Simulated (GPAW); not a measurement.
Worked example: relaxation of cell and atoms of Ba (Im-3m, 1 atom in the cell) in GPAW.

Level of theory: PBE, GPAW PAW datasets PBE (gpaw-data 1.0.1) (plane waves; GPAW).

```xyz
1
Lattice="-2.5080 2.5080 2.5080 2.5080 -2.5080 2.5080 2.5080 2.5080 -2.5080" Properties=species:S:1:pos:R:3 pbc="T T T"
Ba     0.0000     0.0000     0.0000
```

Reference input (self-consistent single point, DFT PBE, plane waves, GPAW PAW datasets PBE (gpaw-data 1.0.1)): mode = pw; ecut = 600 eV; xc = PBE; kpts = 8 8 8; mesh shift (steps) = 0 0 0; occupations.name = methfessel-paxton; occupations.width = 0.1 eV; occupations.order = 0; nbands = -7; convergence.forces = 0.001 eV/Å; symmetry.symmorphic = false; symmetry.tolerance = 0.0005. This run's input differs from it in these lines:

```diff
@@ -1,2 +1,4 @@
 from ase import Atoms
+from ase.filters import FrechetCellFilter
+from ase.optimize import LBFGS
 from ase.units import GPa
@@ -16,3 +18,3 @@
             nbands=-7,
-            convergence={'forces': 0.001},
+            convergence={'forces': 0.001, 'density': 1e-05},
             symmetry={'symmorphic': False, 'tolerance': 0.0005},
@@ -22,2 +24,10 @@
 atoms.calc = calc
+
+target = FrechetCellFilter(atoms)
+
+opt = LBFGS(target, logfile='-')
+converged = opt.run(fmax=0.02, steps=40)
+print('Relaxation converged:', converged)
+print('Cell:', atoms.cell.cellpar().round(4))
+print(atoms.get_scaled_positions().round(5))
```

The program printed (abridged):

```
     iter     time        total  log10-change:
                         energy   eigst   dens  force
iter:   1 --:--:--    -1.846692
iter:   2 --:--:--    -2.031215   -0.92  -1.18
iter:   3 --:--:--    -1.965084   -1.93  -1.20
iter:   4 --:--:--    -1.878013   -2.11  -1.34
iter:   5 --:--:--    -1.877928   -3.76  -2.07
iter:   6 --:--:--    -1.877718c  -4.09  -2.12
iter:   7 --:--:--    -1.876763c  -4.34  -2.20
iter:   8 --:--:--    -1.876756c  -6.04  -3.42
iter:   9 --:--:--    -1.876760c  -6.30  -3.38
iter:  10 --:--:--    -1.876757c  -6.75  -3.63
iter:  11 --:--:--    -1.876757c  -8.44c -4.57
iter:  12 --:--:--    -1.876757c  -8.37c -4.56
iter:  13 --:--:--    -1.876757c  -8.35c -4.38
iter:  14 --:--:--    -1.876757c  -9.37c -4.63
iter:  15 --:--:--    -1.876757c -10.85c -4.76
iter:  16 --:--:--    -1.876757c  -9.85c -4.79
iter:  17 --:--:--    -1.876757c -10.43c -5.42c
iter:  18 --:--:--    -1.876757c -12.15c -5.92c -24.76c
Converged after 18 iterations.

Dipole moment: (-0.000000, 0.000000, 0.000000) |e|*Ang

Energy contributions relative to reference atoms: (reference = -221277.842511)

Kinetic:         +0.351574
Potential:       +1.541541
External:        +0.000000
XC:              -3.726248
Entropy (-ST):   -0.004416
Local:           -0.041416
SIC:             +0.000000
--------------------------
Free energy:     -1.878965
Extrapolated:    -1.876757

Showing only first 2 kpts
 Kpt  Band  Eigenvalues  Occupancy
  0     3     -8.83045    2.00000
  0     4      2.27260    2.00000
  0     5      6.84566    0.00000
  0     6      6.84566    0.00000

  1     3     -8.83089    2.00000
  1     4      2.55804    2.00000
  1     5      6.61990    0.00000
  1     6      6.68963    0.00000

Fermi level: 4.98796

No gap
   [... lines left out ...]
     0.000000    -0.000075     0.000000
     0.000000     0.000000    -0.000075

Forces in eV/Ang:
  0 Ba    0.00000   -0.00000   -0.00000

       Step     Time          Energy          fmax
LBFGS:    0 --:--:--       -1.878965        0.004706
Relaxation converged: True
Cell: [  4.344    4.344    4.344  109.4712 109.4712 109.4712]
[[0. 0. 0.]]
Energy (eV): -1.876757
Stress (GPa, Voigt): [-0.0119 -0.0119 -0.0119  0.      0.      0.    ]
```

The run converged. GPAW prints stress with tension positive. 

Summary of the result:
- Free energy E − TS (from the program's reference atoms): -1.8790 eV
- Fermi level (on the code's own zero): 4.99 eV
- Pressure: 0.01 GPa
- Final cell: a = b = c = 4.344 Å, α = β = γ = 109.47°
- Final volume per atom: 63.10 Å³
- Relaxation steps: 0

The starting cell has typed, rounded lattice constants, without a prior relaxation at this level. Its lattice was rescaled by a random factor within 2.5 % of one. The relaxation keeps the symmetry of its start, so its end need not be a minimum.
